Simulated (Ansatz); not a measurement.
## ZrB (Fm-3m, No. 225, 2 atoms in the cell; start COD 9008776): bulk modulus B0 by level of theory

No measured value is used here.

| level (code) | value (GPa) | cell (Å³/atom) |
|---|---|---|
| LDA (Ansatz) | 177 | 14.09 |
| PBE (Ansatz) | 160 | 14.74 |
| PBEsol (Ansatz) | 170 | 14.37 |
| r²SCAN (Ansatz) | 163 | 14.81 |

LDA, PBE, PBEsol, r²SCAN: the bulk modulus is −V dP/dV from two relaxed cells at ±2 % in volume. LDA, PBE, PBEsol, r²SCAN: the relaxation could not lower the start's symmetry, so the cell can be a saddle point above a distorted one. Each level is taken at its own relaxed cell. Cutoffs differ between the levels. Ansatz's density-functional and Hartree–Fock values are scalar-relativistic unless marked +SOC, with PAW data made under PBE.

Ansatz is a quantum-chemistry and plane-wave program.
